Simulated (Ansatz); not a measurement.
Defect: Hf-vacancy pair (Hf on one host Ti site, one Ti site vacant) in rock-salt TiN, neutral cell. Level of theory: PBE, PAW (plane waves to 420 eV; Ansatz, a first-principles code).

64-site cell at the relaxed PBE lattice, a 2×2×2 k-point mesh shifted by half a step, smearing 0.10 eV, spin-restricted, no finite-size correction. No zero-point or tunnelling terms. Spin-orbit coupling is left out. Forms of the defect that were not tried may lie lower.

Barriers: single points on a 4×4×4 k-point mesh shifted by half a step at the bands' geometries (they differ from the bands' own by up to 0.14 eV, and are uncertain by about as much).

Relaxed starting cell (atoms counted from 1):

```yaml
crystal:
  lattice:
    - [8.49380, 0.00000, 0.00000]
    - [0.00000, 8.49380, 0.00000]
    - [0.00000, 0.00000, 8.49380]
  atoms:
    - { symbol: Hf, position: [0.99930, 0.00505, 0.00574] }
    - { symbol: Ti, position: [0.99939, 0.00680, 0.49748] }
    - { symbol: Ti, position: [0.99939, 0.49650, 0.00742] }
    - { symbol: Ti, position: [0.99930, 0.49345, 0.49455] }
    - { symbol: Ti, position: [0.49926, 0.99997, 0.00067] }
    - { symbol: Ti, position: [0.49914, 0.99940, 0.50063] }
    - { symbol: Ti, position: [0.49915, 0.49942, 0.00043] }
    - { symbol: Ti, position: [0.49923, 0.49950, 0.50038] }
    - { symbol: N, position: [0.25395, 0.99993, 0.00087] }
    - { symbol: N, position: [0.24933, 0.99984, 0.50058] }
    - { symbol: N, position: [0.24936, 0.49972, 0.00073] }
    - { symbol: N, position: [0.24966, 0.49926, 0.50019] }
    - { symbol: N, position: [0.74462, 0.99991, 0.00085] }
    - { symbol: N, position: [0.74918, 0.99980, 0.50060] }
    - { symbol: N, position: [0.74918, 0.49971, 0.00071] }
    - { symbol: N, position: [0.74887, 0.49926, 0.50020] }
    - { symbol: Ti, position: [0.99917, 0.25650, 0.74903] }
    - { symbol: Ti, position: [0.99919, 0.74805, 0.25703] }
    - { symbol: Ti, position: [0.99935, 0.74411, 0.74539] }
    - { symbol: Ti, position: [0.49940, 0.25002, 0.25046] }
    - { symbol: Ti, position: [0.49932, 0.24893, 0.75014] }
    - { symbol: Ti, position: [0.49937, 0.74866, 0.24998] }
    - { symbol: Ti, position: [0.49919, 0.75070, 0.75149] }
    - { symbol: N, position: [0.25298, 0.24974, 0.25071] }
    - { symbol: N, position: [0.24880, 0.25025, 0.74938] }
    - { symbol: N, position: [0.24881, 0.74845, 0.25116] }
    - { symbol: N, position: [0.24844, 0.74940, 0.75035] }
    - { symbol: N, position: [0.74570, 0.24973, 0.25069] }
    - { symbol: N, position: [0.74977, 0.25025, 0.74937] }
    - { symbol: N, position: [0.74976, 0.74845, 0.25114] }
    - { symbol: N, position: [0.75008, 0.74940, 0.75037] }
    - { symbol: Ti, position: [0.24789, 0.00582, 0.25494] }
    - { symbol: Ti, position: [0.25247, 0.00037, 0.74658] }
    - { symbol: Ti, position: [0.24268, 0.49241, 0.25058] }
    - { symbol: Ti, position: [0.24804, 0.49918, 0.75034] }
    - { symbol: Ti, position: [0.75061, 0.00582, 0.25497] }
    - { symbol: Ti, position: [0.74613, 0.00044, 0.74657] }
    - { symbol: Ti, position: [0.75584, 0.49237, 0.25061] }
    - { symbol: Ti, position: [0.75054, 0.49908, 0.75028] }
    - { symbol: N, position: [0.99934, 0.99338, 0.25610] }
    - { symbol: N, position: [0.99925, 0.00070, 0.74687] }
    - { symbol: N, position: [0.99932, 0.50311, 0.25009] }
    - { symbol: N, position: [0.99927, 0.49947, 0.75049] }
    - { symbol: N, position: [0.49926, 0.00011, 0.25077] }
    - { symbol: N, position: [0.49930, 0.00064, 0.75047] }
    - { symbol: N, position: [0.49927, 0.49906, 0.25107] }
    - { symbol: N, position: [0.49928, 0.49879, 0.74984] }
    - { symbol: Ti, position: [0.24835, 0.25389, 0.00702] }
    - { symbol: Ti, position: [0.24298, 0.24952, 0.49303] }
    - { symbol: Ti, position: [0.25252, 0.74584, 0.00128] }
    - { symbol: Ti, position: [0.24831, 0.74956, 0.50012] }
    - { symbol: Ti, position: [0.75015, 0.25390, 0.00712] }
    - { symbol: Ti, position: [0.75551, 0.24955, 0.49292] }
    - { symbol: Ti, position: [0.74605, 0.74583, 0.00136] }
    - { symbol: Ti, position: [0.75026, 0.74952, 0.50003] }
    - { symbol: N, position: [0.99936, 0.25521, 0.99426] }
    - { symbol: N, position: [0.99932, 0.24911, 0.50414] }
    - { symbol: N, position: [0.99926, 0.74601, 0.00163] }
    - { symbol: N, position: [0.99927, 0.74957, 0.50038] }
    - { symbol: N, position: [0.49927, 0.24983, 0.00101] }
    - { symbol: N, position: [0.49927, 0.25014, 0.50003] }
    - { symbol: N, position: [0.49930, 0.74952, 0.00153] }
    - { symbol: N, position: [0.49929, 0.74889, 0.49970] }
```

End state 1 differs by these moves (Å; atoms that move under 0.08 Å are left out):

```json
[
 {"atom": "1", "element": "Hf", "Δx": "0.00", "Δy": "2.03", "Δz": "2.03"},
 {"atom": "2", "element": "Ti", "Δx": "0.00", "Δy": "-0.12", "Δz": "0.04"},
 {"atom": "3", "element": "Ti", "Δx": "0.00", "Δy": "0.04", "Δz": "-0.12"},
 {"atom": "4", "element": "Ti", "Δx": "0.00", "Δy": "0.10", "Δz": "0.09"},
 {"atom": "17", "element": "Ti", "Δx": "0.00", "Δy": "-0.12", "Δz": "0.04"},
 {"atom": "18", "element": "Ti", "Δx": "0.00", "Δy": "0.04", "Δz": "-0.12"},
 {"atom": "19", "element": "Ti", "Δx": "0.00", "Δy": "0.10", "Δz": "0.09"},
 {"atom": "32", "element": "Ti", "Δx": "0.00", "Δy": "-0.09", "Δz": "-0.10"},
 {"atom": "33", "element": "Ti", "Δx": "-0.08", "Δy": "-0.01", "Δz": "0.10"},
 {"atom": "34", "element": "Ti", "Δx": "0.08", "Δy": "0.09", "Δz": "-0.01"},
 {"atom": "36", "element": "Ti", "Δx": "0.00", "Δy": "-0.09", "Δz": "-0.09"},
 {"atom": "37", "element": "Ti", "Δx": "0.08", "Δy": "-0.01", "Δz": "0.10"},
 {"atom": "38", "element": "Ti", "Δx": "-0.08", "Δy": "0.09", "Δz": "-0.01"},
 {"atom": "48", "element": "Ti", "Δx": "0.00", "Δy": "-0.09", "Δz": "-0.09"},
 {"atom": "49", "element": "Ti", "Δx": "0.08", "Δy": "-0.01", "Δz": "0.10"},
 {"atom": "50", "element": "Ti", "Δx": "-0.08", "Δy": "0.09", "Δz": "-0.01"},
 {"atom": "52", "element": "Ti", "Δx": "0.00", "Δy": "-0.09", "Δz": "-0.10"},
 {"atom": "53", "element": "Ti", "Δx": "-0.08", "Δy": "-0.01", "Δz": "0.10"},
 {"atom": "54", "element": "Ti", "Δx": "0.08", "Δy": "0.09", "Δz": "-0.01"}
]
```

### Question
Predict the forward and backward barriers to end state 1 from PBE, PAW.

### Answer
forward 4.66 eV, backward 4.66 eV; at the saddle point atom 1 has neighbours 2 N at 1.95, 4 N at 2.45 Å. The saddle point's order was not checked, and it lies on a symmetry element of the cell, where a band can be held.
